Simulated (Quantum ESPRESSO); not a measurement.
A self-consistent single point of TiAl (P1, 2 atoms in the cell) with Quantum ESPRESSO.

Method: PBE, SSSP 1.1.2 efficiency (PBE) pseudopotentials (plane waves; Quantum ESPRESSO).

The change in words: lattice scaled by 0.98. Reference geometry:
```
CELL_PARAMETERS angstrom
      2.83000     0.00000     0.00000
      0.00000     2.83000     0.00000
      0.00000     0.00000     4.07000
ATOMIC_POSITIONS crystal
  Ti 0.00372 0.98463 0.01185
  Al 0.49628 0.51537 0.48815
```

Reference input (self-consistent single point, DFT, PBE, plane waves, SSSP 1.1.2 efficiency (PBE) pseudopotentials): ecutwfc = 50 Ry; ecutrho = 400 Ry; occupations = smearing; smearing = fermi-dirac; degauss = 0.0099958 Ry; potentials = {Ti: ti_pbe_v1.4.uspp.F.UPF, Al: Al.pbe-n-kjpaw_psl.1.0.0.UPF}; K_POINTS = automatic 8 8 6 0 0 0; conv_thr = 1e-09 Ry; mixing_beta = 0.7. This run's input differs from it in these lines:

```diff
@@ -26,4 +26,4 @@
 ATOMIC_POSITIONS bohr
-Ti    0.0198782370   -0.0821976062    0.0911559285
-Al    2.6540842294    2.7561600726    3.7544367351
+Ti    0.0194806722   -0.0805536541    0.0893328099
+Al    2.6010025448    2.7010368711    3.6793480004
 K_POINTS automatic
@@ -31,5 +31,5 @@
 CELL_PARAMETERS bohr
-   5.3479249327     0.0000000000     0.0000000000
-   0.0000000000     5.3479249327     0.0000000000
-   0.0000000000     0.0000000000     7.6911853272
+   5.2409664340     0.0000000000     0.0000000000
+   0.0000000000     5.2409664340     0.0000000000
+   0.0000000000     0.0000000000     7.5373616207
```

Output, abridged:

```
     Self-consistent Calculation

     iteration #  1     ecut=    50.00 Ry     beta= 0.70

     negative rho (up, down):  1.730E-03 0.000E+00

     total energy              =    -158.56152595 Ry
     estimated scf accuracy    <       0.48869252 Ry

     iteration #  2     ecut=    50.00 Ry     beta= 0.70

     negative rho (up, down):  9.026E-04 0.000E+00

     total energy              =    -158.42771277 Ry
     estimated scf accuracy    <       1.94948439 Ry

     iteration #  3     ecut=    50.00 Ry     beta= 0.70

     negative rho (up, down):  8.179E-04 0.000E+00

     total energy              =    -158.80627598 Ry
     estimated scf accuracy    <       0.03140604 Ry

   [... 5 blocks of this kind left out ...]

     iteration #  9     ecut=    50.00 Ry     beta= 0.70

     negative rho (up, down):  8.225E-04 0.000E+00

     total energy              =    -158.81008592 Ry
     estimated scf accuracy    <       0.00000002 Ry

     iteration # 10     ecut=    50.00 Ry     beta= 0.70

     negative rho (up, down):  8.225E-04 0.000E+00
     End of self-consistent calculation

     Number of k-points >= 100: set verbosity='high' to print the bands.

     the Fermi energy is    11.7096 ev

!    total energy              =    -158.81008592 Ry
     estimated scf accuracy    <          4.0E-10 Ry
     smearing contrib. (-TS)   =      -0.00775511 Ry
     internal energy E=F+TS    =    -158.80233082 Ry

     convergence has been achieved in  10 iterations

     negative rho (up, down):  8.225E-04 0.000E+00

     Forces acting on atoms (cartesian axes, Ry/au):

     atom    1 type  1   force =    -0.00428253    0.01749131   -0.02722942
     atom    2 type  2   force =     0.00428253   -0.01749131    0.02722942

     Total force =     0.046168     Total SCF correction =     0.000010

     negative rho (up, down):  8.225E-04 0.000E+00
          total   stress  (Ry/bohr**3)                   (kbar)     P=       80.68
   0.00055732  -0.00000461   0.00001334           81.98       -0.68        1.96
  -0.00000461   0.00054486  -0.00005441           -0.68       80.15       -8.00
   0.00001334  -0.00005441   0.00054313            1.96       -8.00       79.90

   JOB DONE.
```

The run converged in 10 iterations. Against the reference run the free energy rises by 24.1 meV/atom, the pressure goes from 0.34 to 8.07 GPa and the largest force goes from 0.698 to 0.839 eV/Å.

The starting cell has typed, rounded lattice constants, without a prior relaxation at this level. Its atoms were displaced at random from the sites of space group no. 123. For this run, on top of that: lattice scaled by 0.98. Spin polarisation is off. With a pressure of about 8 GPa the cell is away from its equilibrium volume at this level.

Cost on one core of a shared machine: roughly 60 s.
